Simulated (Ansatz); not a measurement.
## A constructed model of the (0001) surface of hcp Hf (in the relaxation 1 Hf–Hf bonds formed), a layer of Mn in place of the second plane (bottom of the slab: a bare face, its two planes held)

These are PBE (plane waves to 420 eV, PAW; Ansatz, a program for electronic structure) values and carry that method's errors.

Set-up: 6 atoms, 12.2 Å thick at the start; mesh 13x13x1; 0.1 eV smearing; dipole correction on; 2 atoms held, the rest relaxed; start symmetry kept, larger cells not searched; spin-polarised, ending with about 1.4 μB a cell; orders that need a larger cell were not tried, no spin-orbit, no U. It is one candidate, not shown to be the stable structure of the face.

```
Property                                                       Value
-----------------------------  -------------------------------------
work function of the top face                                3.96 eV
energy released by relaxation                                0.34 eV
magnetic moment of the cell                                  1.36 μB
cost                           about 9 core-minutes (a rough figure)
```
